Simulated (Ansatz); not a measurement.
## Response to strain in BaTiO3

Start from BaTiO₃ in the cubic perovskite structure (space group Pm-3m, No. 221; a = 3.9346 Å).

Strains are applied to the cell and any free atomic positions relax.

The values are results of plane-wave PAW DFT at the LDA level (Ansatz, a first-principles code, 420 eV), no spin-orbit coupling, not measurements.

| isotropic strain (%) | pressure (GPa) |
|---|---|
| -3 | 21.9 |
| -2.4 | 16.8 |
| -1.8 | ? |
| -1.2 | 7.7 |
| -0.6 | 3.7 |
| 0 | 0.0 |

Fit P = P₀ − Bδ + Cδ² with δ = (1 + ε)³ − 1 to the rows shown and predict the withheld row.

Least squares on the printed values gives P₀ = 0.0 GPa, B = 193 GPa, C = 663 GPa (largest residual 0.0 GPa); this predicts 12.1 GPa, and the run gives 12.0 GPa, in agreement.

Whether these cells are dynamically stable was not tested. The final runs are not spin-polarised. Many cubic perovskites are stable only at high temperature; tilts and polar distortions were not tested. This is not the structure that BaTiO3 has at room temperature and ambient pressure.
